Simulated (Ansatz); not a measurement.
The parent structure is PbSe in the rock salt structure (space group Fm-3m, No. 225; a = 6.102 Å). Axes: x, y, z lie along the cube axes.

Structures relaxed with Ansatz (an electronic-structure program), PBEsol, PAW, cutoff 420 eV, no SOC.

Base:

Simulated powder pattern, Cu Kα1, λ = 1.54056 Å (kinematic, ideal powder, no thermal factors, no anomalous dispersion; the 14 strongest lines at most, above 2 %, up to 2θ = 90°):

```tsv
2θ (°)	I/Imax (%)	hkl
25.26	36	(111)
29.25	100	(200)
41.84	77	(220)
49.50	19	(311)
51.87	28	(222)
60.66	13	(400)
66.77	8.2	(331)
68.75	36	(420)
76.41	27	(422)
81.99	6.5	(511)
```

It is then changed as follows: the cell is compressed by 3.00 % along z with no lateral relaxation, atoms relaxed at fixed cell.

After the change:

Simulated powder pattern, Cu Kα1, λ = 1.54056 Å (kinematic, ideal powder, no thermal factors, no anomalous dispersion; the 14 strongest lines at most, above 2 %, up to 2θ = 90°):

| 2θ (°) | I/Imax (%) | hkl |
|---|---|---|
| 25.53 | 52 | (111) |
| 29.25 | 100 | (200) |
| 30.17 | 46 | (002) |
| 41.84 | 38 | (220) |
| 42.52 | 73 | (202) |
| 49.66 | 19 | (311) |
| 50.85 | 8.9 | (113) |
| 52.45 | 40 | (222) |
| 60.66 | 13 | (400) |
| 68.75 | 18 | (420) |
| 69.24 | 18 | (402) |
| 70.70 | 17 | (204) |
| 76.88 | 27 | (422) |
| 78.29 | 13 | (224) |

The indices refer to the base's conventional cell; one index is shown for lines that coincide. The space group is now I4/mmm (No. 139).

The cells carry an imposed strain or load. Whether these cells are dynamically stable was not tested. The final runs are not spin-polarised.
